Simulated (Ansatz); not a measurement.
The parent structure is ZnO in the wurtzite structure (space group P6_3mc, No. 186; a = 3.2796 Å, c = 5.2933 Å).

Computed with Ansatz (an electronic-structure program), PBE, PAW, cutoff 420 eV, no spin-orbit coupling.

Its conduction minimum is a single valley at Γ with mass 0.14 mₑ.

The change: 0.345 electrons added to each cell, a density of 7.0×10^21 cm⁻³, with a uniform compensating background at fixed cell and a 300 K Fermi–Dirac width.

Task: Where would a parabolic band put the Fermi level, and where does the calculation put it?

Result: k_F = (3π²n)^(1/3) = 0.592 Å⁻¹, so ħ²k_F²/2m = 9.8 eV above the band edge at zero temperature. The calculation gives 2.70 eV (to 0.05 eV): the band is strongly non-parabolic or higher valleys fill at this density.

Carriers are added with a uniform compensating background; total energy and stress of such cells depend on the potential's zero and are not compared; many-body gap narrowing is missing at this level. The levels and masses belong to the bands next to the band gap. Masses are band curvatures over ±0.01 Å⁻¹ around the edge. Stability against distortions was not tested.
